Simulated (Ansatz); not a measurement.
MoIr (P-6m2), PBEsol, DFPT electron-phonon coupling, linearised Boltzmann equation (Ansatz, a quantum-chemistry and plane-wave program). Phonon-limited resistivity 9.66 μΩ·cm at 300 K along x (a = (2.75, 0.00, 0.00) Å; b = (-1.38, 2.38, 0.00) Å; c = (0.00, 0.00, 4.43) Å), 13.2 μΩ·cm at 400 K, current-weighted mean free path 6.8 nm, Drude plasma energy 7.44 eV.

### Question
Estimate the resistivity of a 40 nm square wire with diffuse walls from ρ ≈ ρ₀(1 + 3ℓ/4d).

### Answer
1 + 0.75 × 6.8/40 = 1.13, so ρ ≈ 10.9 μΩ·cm and a line 1 μm long has 68.1 Ω. The formula is the free-electron limit for d well above ℓ; grain boundaries add to it.

### Question
What Drude relaxation time do resistivity and plasma energy imply?

### Answer
ω_p = 1.13e16 s⁻¹, so τ = 1/(ε₀ ω_p² ρ) = 9.15 fs, a damping ħ/τ of 71.9 meV.

### Question
What temperature coefficient of resistance follows, and how does it compare with 1/T?

### Answer
(ρ₄₀₀ − ρ₃₀₀)/(100 K × ρ₃₀₀) = 3.66×10⁻³ K⁻¹, against 1/T = 3.33×10⁻³ K⁻¹ for a resistivity proportional to T. It lies higher because phonons are still being populated at 300 K; impurities would add a constant and lower it.

A metal at this level (no band gap). Only scattering by harmonic phonons is included (no impurities, grain boundaries, electron-electron scattering or thermal expansion). Spin-orbit coupling is left out, which matters with elements this heavy. The run warned that the eigensolver left some states short of its tolerance. Halving the electron mesh (36x36x20) moves the resistivity by up to 1 % at 300 K, the mean free path by up to 4 %. Smearing 0.20 eV; phonons on a 6x6x3 q mesh, which this run doesn't test.

Computed structure with no diffraction record at hand here (it may be known, metastable or hypothetical): MoIr (P-6m2).
